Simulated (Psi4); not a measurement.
Psi4 1.11, CCSD(T)/cc-pvdz, cc_type conv, scf_type pk, freeze_core True: thiourea (NC(N)=S), 8 atoms. The geometry is a generated start, not checked to be a minimum at this level.

```python
memory 32 GB

molecule mol {
0 1
N      1.00900000    -0.49810000    -0.37540000
C      0.10700000     0.42460000     0.03780000
N     -1.13870000    -0.02270000     0.33090000
S      0.49960000     2.01700000     0.17360000
H      0.84710000    -1.48020000    -0.21470000
H      1.96740000    -0.19560000    -0.42950000
H     -1.44640000    -0.92570000     0.00590000
H     -1.84500000     0.68070000     0.47150000
}

set {
  basis cc-pvdz
  cc_type conv
  scf_type pk
  freeze_core true
  qc_module fnocc
}

energy('ccsd(t)')
print_variables()
```

```bash
OMP_NUM_THREADS=32 psi4 -n 32 -o stdout input.dat
```

The program reports basis functions: 80.

It runs on a single node (Intel Xeon 6 (Granite Rapids), 96 cores on 1 socket, 2 hardware threads a core, 3 L3 cache groups, 3 NUMA nodes).

On 32 threads this takes 11 s. Wall times, medians of two to five repeats, each run alone on the node (launch to exit). Processes are pinned to neighbouring cores unless said otherwise. The build: conda-forge: OpenMP (LLVM), MKL, Libint2; another build can shift the numbers. Scratch files lie in a memory file system.

Task: Speed this job up; the result has to stay within 1.0 meV/atom in energy. Keep to 32 cores.

Result: This is not unique; one that fits is going from cc_type = conv, scf_type = pk, qc_module = fnocc to cc_type = df, scf_type = df, qc_module = not set, the fastest of the measured ones that keep the result.

```diff
-  cc_type conv
-  scf_type pk
+  cc_type df
+  scf_type df
-  qc_module fnocc
```

Time: 11 s to 3.8 s (2.8× as fast). The largest move is in set-up of the integrals (fitting, PK, Cholesky): 2.9 s to 0.19 s. What the program resolved moves too: JK builder from DiskJK to DiskDFJK. These two results differ by: energy 0.90 meV/atom. Others tried: cc_type = df, scf_type = df, qc_module = occ (4.8 s); cc_type = cd, scf_type = cd, qc_module = not set (5.9 s); cc_type = conv, scf_type = pk, qc_module = ccenergy (13 s). Launch, exit and the like take 1.9 s of the 3.8 s.
